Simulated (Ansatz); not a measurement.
**LiTaO3 (P4/mbm, No. 127, 10 atoms in the cell; start mp-754345; a measured phase of this formula has another space group)**

Level of theory: LDA in Ansatz (PAW).

Numerical settings: plane-wave cutoff 520 eV, 6×6×8 k mesh (along the axes of the cell as run), Fermi–Dirac smearing 0.01 eV, scalar-relativistic PAW data made under PBE.

Cell (relaxed at this level):

LiTaO3 is modelled in the tetragonal space group P4/mbm (No. 127), Pearson symbol tP10. Cell: a = 5.3177 Å, b = 5.3177 Å, c = 3.8873 Å, α = 90.00°, β = 90.00°, γ = 90.00°. Li on 2c is coordinated by 4 O at 2.345 Å. Ta on 2a has 6 O at 1.944–1.964 Å (octahedral). O1 on 2b is surrounded by 2 Ta at 1.944 Å (linear). O2 on 4g is coordinated by 2 Ta at 1.964 Å and 2 Li at 2.345 Å. (Neighbours: up to the widest gap in distance over summed covalent radii, below 1.35, at either atom; cation-cation and far metal-metal contacts left out.)

For LiTaO3 (P4/mbm, No. 127, 10 atoms in the cell; start mp-754345; a measured phase of this formula has another space group), the band gap is 2.40 eV. The smallest direct gap on the k points sampled comes out as 2.65 eV.

Spin–orbit coupling is not included.

Static lattice: no zero-point or thermal effects.

A start named mp-… is a Materials Project structure, which need not be a measured phase.

Ansatz is a first-principles code.
